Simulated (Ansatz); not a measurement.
System: In2S3 (Cc, No. 9, 10 atoms in the cell; start mp-673633; a measured phase of this formula has another space group). Method: PBEsol+SOC in Ansatz (PAW).

Run with plane-wave cutoff 520 eV, 6×6×4 k mesh (along the axes of the cell as run), Fermi–Dirac smearing 0.01 eV, PAW data made under PBE.

Cell (relaxed with PBEsol):

Space group Cc (No. 9); a = 6.824 Å, b = 11.777 Å, c = 6.791 Å, α = 90.00°, β = 109.44°, γ = 90.00°

```csv
atom,site,symmetry,x,y,z
In,4a,1,0.1022,0.0838,0.5022
In,4a,1,0.0739,0.7425,0.4980
S,4a,1,0.4738,0.0780,0.6502
S,4a,1,0.4324,0.5812,0.1127
S,4a,1,0.4607,0.2378,0.1082
```
(The calculation used a cell of 10 atoms; values per cell refer to that cell.)

Problem. Estimate the band gap that the calculation returns.

Solution. 
band gap: 1.05 eV (on the SCF k mesh)

Computed values are for the static lattice.

A start named mp-… is a Materials Project structure, which need not be a measured phase.

Ansatz is an electronic-structure program.
